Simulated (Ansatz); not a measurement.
Start from Cu in the fcc (Cu type) structure (space group Fm-3m, No. 225; a = 3.577 Å; relaxed with 0.1 eV smearing). Axes: x, y, z lie along the cube axes.

All numbers come from Kohn–Sham DFT with the r2SCAN functional, run in Ansatz (an electronic-structure program) with PAW and 500 eV plane waves, no spin-orbit coupling.

Modification: the cell is scaled by 1.0250 in all directions; the atoms relax in the strained cell.

**Question.** Predict the stress tensor and what it implies for the stiffness.

**Answer.** Stress of the strained cell less that of the base (GPa, compression positive):
```
  -10.0     0.0     0.0
    0.0   -10.0     0.0
    0.0     0.0   -10.0
```

Then B = −ΔP/(ΔV/V₀) with ΔV/V₀ = 0.0769 gives secant stiffness values (nonlinear terms included at this strain): B ≈ 130 GPa.

As a check, the harmonic strain energy −½ V₀ Δσ:ε is 27 meV/atom; the computed energy rise is 30 meV/atom.

Whether these cells are dynamically stable was not tested. All final runs are without spin polarisation.
